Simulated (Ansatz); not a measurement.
Worked example: relaxation of the atoms of Mn2CuS4 (I-4, 7 atoms in the cell) in Ansatz (a first-principles code).

Level of theory: PBE (plane waves, PAW; Ansatz).

```yaml
crystal:
  lattice:
    - [-2.69604, 2.69604, 5.00347]
    - [2.69604, -2.69604, 5.00347]
    - [2.69604, 2.69604, -5.00347]
  atoms:
    - { symbol: Mn, position: [0.50000, 0.50000, 0.00000], spin: 4.0 }
    - { symbol: Mn, position: [0.25000, 0.75000, 0.50000], spin: 4.0 }
    - { symbol: Cu, position: [0.00000, 0.00000, 0.00000] }
    - { symbol: S, position: [0.39000, 0.88000, 0.01000] }
    - { symbol: S, position: [0.87000, 0.38000, 0.99000] }
    - { symbol: S, position: [0.12000, 0.13000, 0.51000] }
    - { symbol: S, position: [0.62000, 0.61000, 0.49000] }
```
(The spins are starting values, not results.)

Reference input (self-consistent single point, DFT, PBE, plane waves, default PAW files): kpoints.mp_grid.grid = 5 5 5; hamiltonian.xc = pbe; hamiltonian.pseudopotentials = {kind: paw} (the program's default PAW files); magnetization.spin_polarized = true; scf.occupations.method = methfessel_paxton; scf.occupations.width = 0.0073 Ry. This run's input differs from it in these lines:

```diff
@@ -23,2 +23,3 @@
   occupations: { method: methfessel_paxton, width: 0.0073 Ry }
+relax: {}
 output:
```

The program printed (abridged):

```
   [... SCF lines of the steps left out ...]
relax step   1: F+E_penalty+E_count = -18033.49619004 eV  Δ(F+E_penalty+E_count) = +0.000e0 eV  max|allowed force component| = 3.129e-1 eV/Å  Δτ_max = 0.0000 Å  (30 SCF iters, dr2 threshold 2.50e-6 eV, accepted)
relax step   2: F+E_penalty+E_count = -18033.56077437 eV  Δ(F+E_penalty+E_count) = -6.458e-2 eV  max|allowed force component| = 2.381e-1 eV/Å  Δτ_max = 0.0484 Å  (9 SCF iters, dr2 threshold 6.12e-6 eV, accepted)
   [... lines left out ...]
relax step   6: F+E_penalty+E_count = -18033.61445471 eV  Δ(F+E_penalty+E_count) = +4.540e-9 eV  max|allowed force component| = 1.159e-2 eV/Å  Δτ_max = 0.0000 Å  (9 SCF iters, accepted)
relax step   7: F+E_penalty+E_count = -18033.61438417 eV  Δ(F+E_penalty+E_count) = +7.054e-5 eV  max|allowed force component| = 3.226e-2 eV/Å  Δτ_max = 0.0093 Å  (9 SCF iters, rejected (line search))
relax step   8: F+E_penalty+E_count = -18033.61465421 eV  Δ(F+E_penalty+E_count) = -1.995e-4 eV  max|allowed force component| = 3.252e-3 eV/Å  Δτ_max = 0.0045 Å  (9 SCF iters, accepted)
the relaxation is at rest under the 4 symmetry operations that the run kept from its start: a minimum is not shown …
the relaxation's final electronic state is not compared with the one that a single-point calculation of its input finds at the relaxed geometry …
Stability not checked (fill_not_monotonic)
Magnetization: 6.9988 μB (39.9994 up, 33.0006 down)
   [... lines left out ...]
Absolute magnetization: 7.6582 μB (∫|ρ↑−ρ↓|, with the PAW one-centre terms)
Free energy (F): -18033.614654 eV
Fermi energy:    6.634096 eV
   [... lines left out ...]
    - { symbol: S, position: [0.3632291701637427, 0.8628637098643175, -0.021530765436247074] }
    - { symbol: S, position: [0.8843944753005648, 0.3847599355999899, 1.021530765436247] }
    - { symbol: S, position: [0.13713629013568235, 0.11560552469943526, 0.5003654602994251] }
    - { symbol: S, position: [0.6152400644000102, 0.6367708298362573, 0.49963453970057503] }
```

The run converged. 

Summary of the result:
```
Quantity                                                 Result
-----------------------------------------------  --------------
Free energy E − TS (on the zero of these files)  -18033.6147 eV
Fermi level (on the code's own zero)                    6.63 eV
Pressure                                               0.21 GPa
Largest force (vector length)                        0.004 eV/Å
Size of the cell's spin moment                          7.00 μB
Relaxation steps                                              8
```

The starting cell was generated: these elements placed on a structure prototype, without a prior relaxation; it need not be a known phase or ordering of this composition. The magnetic order is the one reached from the typed start; others were not searched systematically. The relaxation keeps the symmetry of its start, so its end need not be a minimum. Ansatz's pressure includes its estimate of the finite-basis (Pulay) stress.

Cost on one core of a shared machine: roughly 4 min.

Keys are those of Ansatz 0.2.
